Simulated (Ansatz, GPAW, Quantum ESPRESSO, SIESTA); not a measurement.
## AuAl2 (Fm-3m, 3 atoms in the cell) computed with different codes at matched settings

Self-consistent single point.

```yaml
crystal:
  lattice:
    - [0.00000, 2.93400, 2.93400]
    - [2.93400, 0.00000, 2.93400]
    - [2.93400, 2.93400, 0.00000]
  atoms:
    - { symbol: Al, position: [0.25000, 0.25000, 0.25000] }
    - { symbol: Al, position: [0.75000, 0.75000, 0.75000] }
    - { symbol: Au, position: [0.00000, 0.00000, 0.00000] }
```

Shared settings, as Ansatz (a program for electronic structure) writes them: kpoints.mp_grid.grid = 13 13 13; scf.occupations.method = gaussian; scf.occupations.width = 0.0037 Ry. Potentials and cutoffs stand in the table.

```csv
code,model,pressure (GPa),cutoff
SIESTA,"LDA PW92, numerical atomic orbitals DZP, PseudoDojo LDA standard norm-conserving potentials (rewritten from UPF to PSML)",6.11,grid 300 Ry
Ansatz,"LDA (PW92), default PAW files made with PBE",5.96,30.9 Ry
Quantum ESPRESSO,"LDA (PZ), GBRV 1.5 ultrasoft (LDA) pseudopotentials",5.87,40 Ry
GPAW,"LDA (Perdew-Wang 92), GPAW PAW datasets LDA (gpaw-data 1.0.1)",6.51,550 eV
```

On Ansatz's run: spin-orbit coupling is off.

The spread over the programs that give each value: pressure within 0.64 GPa.

SIESTA uses small atom-centred bases, whose incompleteness enters pressures, forces and empty levels differently from a plane-wave cutoff. Ansatz's pressure is given at a fixed set of plane waves, as the other plane-wave codes print theirs; with its correction for the finite basis it is 6.02 GPa. The same LDA comes in different parametrisations, which differ slightly.

The starting cell has typed, rounded lattice constants, without a prior relaxation at this level. Its lattice was rescaled by a random factor within 2.5 % of one.

Left out of this page: Elk (not drawn, or without a comparable value); FLEUR (with a known weakness of the program).

Keys are those of Ansatz 0.2.
